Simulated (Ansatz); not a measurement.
Consider these faces of monoclinic ZrO2, relaxed from ideal cuts in 1x1 cells: (001), (010), (011), (10-1), (100), (101), (11-1), (110).

Calculation: PBE (plane waves to 420 eV, PAW; Ansatz, a first-principles code).

Question: Order them by surface energy (lowest first) at the level PBE.

Answer: (11-1) (0.92 J/m²), (110) (1.18 J/m²), (10-1) (1.22 J/m²), (001) (1.25 J/m²), (011) (1.30 J/m²), (101) (1.36 J/m²), (100) (1.41 J/m²), (010) (2.19 J/m²)
